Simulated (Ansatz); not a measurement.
The parent structure is SnTe in the rock salt structure (space group Fm-3m, No. 225; a = 6.289 Å).

Computed with PBEsol (Ansatz, a first-principles code, PAW, spin-orbit coupling left out).

Base values:

| Property | Result |
|---|---|
| Lattice parameter a | 6.289 Å |

Perturbation: cell and atoms relaxed at a pressure of 100 GPa.

What does the calculation give for the lattice parameter a after the change?

The lattice parameter a shrinks by 1.107 Å (6.289 Å → 5.182 Å).

Load acts through the strain it causes; cell and atoms are relaxed under it. Whether these cells are dynamically stable was not tested. No other phases were tried under pressure. All final runs are without spin polarisation.
